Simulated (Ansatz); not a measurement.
**CaC2 (C2/c, No. 15, 6 atoms in the cell; start mp-1575)**

Method: r²SCAN+rVV10 in Ansatz (PAW).

Numerical settings: plane-wave cutoff 500 eV, 12×12×6 k mesh (along the axes of the cell as run), Fermi–Dirac smearing 0.05 eV, scalar-relativistic PAW data made under PBE.

Cell (relaxed at this level):

```xyz
6
Lattice="3.2812 -2.0748 0.0327 3.2812 2.0748 0.0327 -2.1170 0.0000 6.9643" Properties=species:S:1:pos:R:3 pbc="T T T"
Ca     1.6935     1.3463     5.2559
Ca     2.7520    -1.3463     1.7738
C      0.6832    -0.5785     3.9109
C      3.7622     0.5785     3.1188
C      2.7037    -0.5785     6.6009
C      1.7417     0.5785     0.4288
```

```yaml
band_gap: 2.21 eV (on the SCF k mesh)
```

Note: the relaxation could not lower the start's symmetry, so the cell can be a saddle point above a distorted one.

The computed numbers hold no vibrational or temperature effects.

Cost on a shared machine: roughly 10 core-minutes.

A start named mp-… is a Materials Project structure, which need not be a measured phase.

Ansatz is a quantum-chemistry and plane-wave program.
